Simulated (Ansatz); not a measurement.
# AlB2-type ScB2

Method: PBEsol in Ansatz (PAW).

Run with plane-wave cutoff 500 eV, 18×18×12 k mesh (along the axes of the cell as run), Fermi–Dirac smearing 0.05 eV, scalar-relativistic PAW data made under PBE.

Cell (relaxed at this level):

```cif
data_B2Sc
_chemical_formula_sum 'Sc1 B2'
_space_group_name_H-M_alt 'P6/mmm'
_space_group_IT_number 191
_space_group_name_Hall '-P 6 2'
_cell_length_a 3.12589
_cell_length_b 3.12589
_cell_length_c 3.48422
_cell_angle_alpha 90.000
_cell_angle_beta 90.000
_cell_angle_gamma 120.000
loop_
_atom_site_label
_atom_site_type_symbol
_atom_site_symmetry_multiplicity
_atom_site_Wyckoff_symbol
_atom_site_fract_x
_atom_site_fract_y
_atom_site_fract_z
_atom_site_occupancy
Sc1 Sc 1 a 0.00000 0.00000 0.00000 1
B1 B 2 d 0.33333 0.66667 0.50000 1
```

For AlB2-type ScB2, the band gap comes out as zero (no gap).

Cost on a shared machine: roughly 40 core-seconds.

Ansatz is a quantum-chemistry and plane-wave program.
